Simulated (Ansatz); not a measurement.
Electronic density of states of amorphous Si24O48H2, density 2.16 g/cm³, on a 2×2×2 Γ-centred mesh with a Gaussian width of 0.1 eV; energies count from the Fermi level, whose place inside the gap is arbitrary. Cell and mesh are small, so fine structure isn't converged. All values below come from PBE, scalar-relativistic without spin-orbit coupling (plane waves to 420 eV, PAW; Ansatz, an electronic-structure program). Sampling: a 2×2×2 Γ-centred mesh; Fermi-Dirac width 0.02 eV; no spin polarisation. The usual formal charges leave 2 electrons over, so the level spacing at the Fermi energy parts defect or band states and needn't be the band gap. At PBE the levels at the filled edge of the gap are localised (band-tail or defect states), and the nearest spread-out levels lie 5.1 eV apart at the zone centre.

A CHGNet melt-quench gave the starting glass, which DFT then relaxed. O atoms were pushed apart under 1.9 Å during the dynamics, to hinder bonds among them. The hot cell started wider than the set density and was brought back towards it in steps. It is the lowest in DFT energy of 2 quenches. It is a model cell: composition and starting density were chosen by hand, and all elements were melted together. No dispersion term was used. A short ab initio anneal came between quench and relaxation. Its density started from a set value of 2.16 and ended at 2.16 g/cm³. The quench (nominally 390 K/ps over its main leg) was far faster than any real one, so the model tends to hold more defects than a real film. Values belong to this one cell and scatter from quench to quench. The volume was held where the preparation left it and the shape relaxed, at a PBE pressure of -1.3 GPa (tension). Stress components on the final sampling reach 2.5 GPa. On a 2×2×2 Γ-centred mesh force components of up to 0.18 eV/Å stay, since the relaxation ran on the zone centre alone. Cycles of charging lowered its energy after that relaxation.

(E - EF (eV), states/(eV atom)): (-12.00, 0.17); (-11.90, 0.19); (-11.80, 0.19); (-11.70, 0.16); (-11.60, 0.18); (-11.50, 0.20); (-11.40, 0.16); (-11.30, 0.17); (-11.20, 0.20); (-11.10, 0.18); (-11.00, 0.15); (-10.90, 0.18); (-10.80, 0.24); (-10.70, 0.20); (-10.60, 0.20); (-10.50, 0.23); (-10.40, 0.22); (-10.30, 0.21); (-10.20, 0.26); (-10.10, 0.31); (-10.00, 0.30); (-9.90, 0.36); (-9.80, 0.35); (-9.70, 0.32); (-9.60, 0.37); (-9.50, 0.51); (-9.40, 0.61); (-9.30, 0.58); (-9.20, 0.47); (-9.10, 0.39); (-9.00, 0.40); (-8.90, 0.47); (-8.80, 0.38); (-8.70, 0.32); (-8.60, 0.39); (-8.50, 0.28); (-8.40, 0.12); (-8.30, 0.05); (-8.20, 0.16); (-8.10, 0.27); (-8.00, 0.31); (-7.90, 0.25); (-7.80, 0.19); (-7.70, 0.16); (-7.60, 0.27); (-7.50, 0.38); (-7.40, 0.39); (-7.30, 0.40); (-7.20, 0.44); (-7.10, 0.54); (-7.00, 0.64); (-6.90, 0.63); (-6.80, 0.65); (-6.70, 0.73); (-6.60, 0.82); (-6.50, 0.82); (-6.40, 0.74); (-6.30, 0.74); (-6.20, 0.79); (-6.10, 0.73); (-6.00, 0.72); (-5.90, 0.82); (-5.80, 0.86); (-5.70, 0.81); (-5.60, 0.80); (-5.50, 0.83); (-5.40, 0.84); (-5.30, 0.82); (-5.20, 0.78); (-5.10, 0.73); (-5.00, 0.71); (-4.90, 0.79); (-4.80, 0.86); (-4.70, 0.80); (-4.60, 0.71); (-4.50, 0.64); (-4.40, 0.53); (-4.30, 0.46); (-4.20, 0.38); (-4.10, 0.26); (-4.00, 0.13); (-3.90, 0.06); (-3.80, 0.14); (-3.70, 0.09); (-3.60, 0.08); (-3.50, 0.14); (-3.40, 0.05); (-3.30, 0.00); (-3.20, 0.00); (-3.10, 0.00); (-3.00, 0.00); (-2.90, 0.00); (-2.80, 0.00); (-2.70, 0.00); (-2.60, 0.00); (-2.50, 0.00); (-2.40, 0.00); (-2.30, 0.00); (-2.20, 0.00); (-2.10, 0.00); (-2.00, 0.00); (-1.90, 0.00); (-1.80, 0.00); (-1.70, 0.00); (-1.60, 0.00); (-1.50, 0.00); (-1.40, 0.00); (-1.30, 0.00); (-1.20, 0.00); (-1.10, 0.00); (-1.00, 0.01); (-0.90, 0.06); (-0.80, 0.14); (-0.70, 0.06); (-0.60, 0.00); (-0.50, 0.00); (-0.40, 0.00); (-0.30, 0.00); (-0.20, 0.00); (-0.10, 0.00); (0.00, 0.00); (0.10, 0.00); (0.20, 0.00); (0.30, 0.00); (0.40, 0.00); (0.50, 0.00); (0.60, 0.00); (0.70, 0.01); (0.80, 0.02); (0.90, 0.04); (1.00, 0.06); (1.10, 0.05); (1.20, 0.05); (1.30, 0.02); (1.40, 0.00); (1.50, 0.00); (1.60, 0.01); (1.70, 0.04); (1.80, 0.06); (1.90, 0.08); (2.00, 0.09); (2.10, 0.07); (2.20, 0.09); (2.30, 0.14); (2.40, 0.15); (2.50, 0.14); (2.60, 0.10); (2.70, 0.10); (2.80, 0.13); (2.90, 0.15); (3.00, 0.14); (3.10, 0.13); (3.20, 0.16); (3.30, 0.20); (3.40, 0.21); (3.50, 0.22); (3.60, 0.26); (3.70, 0.27); (3.80, 0.25); (3.90, 0.27); (4.00, 0.32); (4.10, 0.35); (4.20, 0.35); (4.30, 0.37); (4.40, 0.43); (4.50, 0.45); (4.60, 0.43); (4.70, 0.45); (4.80, 0.45)

The level spacing at the Fermi energy on this mesh is 1.54 eV; the broadening fills part of it in the curve.
